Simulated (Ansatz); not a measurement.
L1₂ (Cu3Au-type) Al₃Sc was calculated with rVV10 (Ansatz, an electronic-structure program, PAW).

Total energies, extrapolated to zero smearing (they compare only within this program, potentials and cutoff):

| system | energy (eV/atom) |
|---|---|
| L1₂ (Cu3Au-type) Al₃Sc, relaxed | -949.3269 |
| hcp Sc | -2153.9630 |
| fcc Al | -547.1777 |

Q: Work out the enthalpy of formation per atom.

A: ΔH_f ≈ ΔE = -949.3269 − [1 × (-2153.9630) + 3 × (-547.1777)]/4 = -0.453 eV/atom (0 K, no vibrations). The reference value is -0.451 ± 0.02 eV/atom (measured, 298 K, copied from a table, unchecked, no zero-point or thermal correction; as tabulated in Wang et al. (2021), doi:10.1038/s41598-021-94550-5), a difference of -0.002 eV/atom.

The PAW data were made under PBE.
